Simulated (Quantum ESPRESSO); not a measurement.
**A short convergence ladder for a (001) slab of Al3Ni2 (cut from a parent of space group no. 164; 5 atoms in the cell)**

```xyz
5
Lattice="4.0062 0.0000 0.0000 -2.0031 3.4695 0.0000 0.0000 0.0000 17.4457" Properties=species:S:1:pos:R:3 pbc="T T T"
Al     0.0000     0.0000     8.7229
Al     0.0000     2.3130     7.0000
Al     2.0031     1.1565    10.4457
Ni     0.0000     2.3130     9.4404
Ni     2.0031     1.1565     8.0053
```

Base method: LDA (PZ), PSlibrary PAW (LDA) pseudopotentials (plane waves; Quantum ESPRESSO 7.5).

Base settings: ecutwfc = 50 Ry; ecutrho = 300 Ry; occupations = smearing; smearing = fd; degauss = 0.0073499 Ry; mixing_mode = local-TF; potentials = {Al: Al.pz-n-kjpaw_psl.1.0.0.UPF, Ni: Ni.pz-n-kjpaw_psl.1.0.0.UPF}; K_POINTS = automatic 5 5 1 0 0 0; conv_thr = 1e-11 Ry; mixing_beta = 0.5.

**The vacuum**

The mesh stays at the base's, so the ladder's end is converged at best in this setting alone.

Only quantities that move along the ladder and can be compared are tabulated.

```tsv
vacuum between outermost atoms (Å)	free energy less the last step's (meV/atom)	largest difference of a force vector from the last step's (eV/Å)
3.0	-213.03	1.084
5.0	-40.09	0.209
14.0	-0.05	0.000
30.0	0.00	0.000
```

Smallest vacuum between outermost atoms (Å) that holds the forces within 0.02 eV/Å of the last step, with all finer ones: 14.0; the step before is off by 0.21 eV/Å.

Smallest vacuum between outermost atoms (Å) that holds the free energy within 0.5 meV/atom of the last step, with all finer ones: 14.0; the step before is off by 40 meV/atom.

On the base run: the starting cell comes from a database of computed structures (which also holds hypothetical and non-ambient phases and stackings), without a prior relaxation at this level. The slab is cut from that crystal, and its faces are unrelaxed. Its lattice was rescaled by up to half a per cent. Spin polarisation is off.
